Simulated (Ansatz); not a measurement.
# PbZrO3 (Pbam, No. 55, 40 atoms in the cell; start mp-647557)

All values below come from PBEsol in Ansatz (plane waves, PAW).

Settings: plane-wave cutoff 520 eV, 6×4×4 k mesh (along the axes of the cell as run), Fermi–Dirac smearing 0.01 eV, scalar-relativistic PAW data made under PBE.

Cell (relaxed at this level):

PbZrO3 is modelled in the orthorhombic space group Pbam (No. 55), Pearson symbol oP40. Conventional cell: a = 5.875 Å, b = 11.771 Å, c = 8.176 Å, α = 90.00°, β = 90.00°, γ = 90.00°. Zr on 8i sees 6 O at 2.044–2.188 Å (octahedral). Pb1 on 4h sees 4 O at 2.496–2.618 Å. Pb2 on 4g sees 3 O at 2.430–2.436 Å and 1 O at 2.625 Å. O1 on 4e is surrounded by 2 Zr at 2.044 Å. O2 on 8i has 1 Zr at 2.049 Å and 1 Zr at 2.188 Å and 1 Pb at 2.436 Å. O3 on 4g is coordinated by 2 Zr at 2.106 Å and 1 Pb at 2.430 Å and 1 Pb at 2.625 Å. O4 on 4f is surrounded by 2 Zr at 2.144 Å and 2 Pb at 2.496 Å. O5 on 4h is surrounded by 2 Zr at 2.088 Å and 2 Pb at 2.518–2.618 Å. (Neighbours: up to the widest gap in distance over summed covalent radii, below 1.35, at either atom; cation-cation and far metal-metal contacts left out.)

| Item | Value |
|---|---|
| band gap | 2.68 eV |

Spin–orbit coupling is not included; with these elements it can move the gap by several tenths of an eV or more.

It cost very roughly 19 core-minutes of CPU time.

A start named mp-… is a Materials Project structure, which need not be a measured phase.

Ansatz is an electronic-structure program.
